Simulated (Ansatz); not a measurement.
**Cu₂ZnSnS₄ (I-42m, No. 121, 8 atoms in the cell; a measured phase of this formula has another space group)**

Level of theory: r²SCAN in Ansatz (plane waves, PAW).

Run with plane-wave cutoff 560 eV, 14×14×14 k mesh, Fermi–Dirac smearing 0.05 eV, no spin polarisation, scalar-relativistic PAW data made under PBE.

Cell (relaxed with PBEsol):

Space group I-42m (No. 121); a = 5.372 Å, b = 5.372 Å, c = 10.758 Å, α = 90.00°, β = 90.00°, γ = 90.00°

| atom | site | symmetry | x | y | z |
|---|---|---|---|---|---|
| Zn | 2a | -42m | 0.0000 | 0.0000 | 0.0000 |
| Cu | 4d | -4.. | 0.0000 | 0.5000 | 0.2500 |
| Sn | 2b | -42m | 0.0000 | 0.0000 | 0.5000 |
| S | 8i | ..m | 0.2593 | 0.2593 | 0.3652 |
(The calculation used a cell of 8 atoms; values per cell refer to that cell.)

```json
{
  "band_gap": "0.32 eV (on the SCF k mesh)"
}
```

Note: cell and atoms aren't relaxed at this level (largest force component 0.22 eV/Å, pressure 1.5 GPa).

Spin–orbit coupling is not included.

Computed values are for the static lattice.

The result took about 9 core-minutes (a rough figure).

Ansatz is an electronic-structure program.
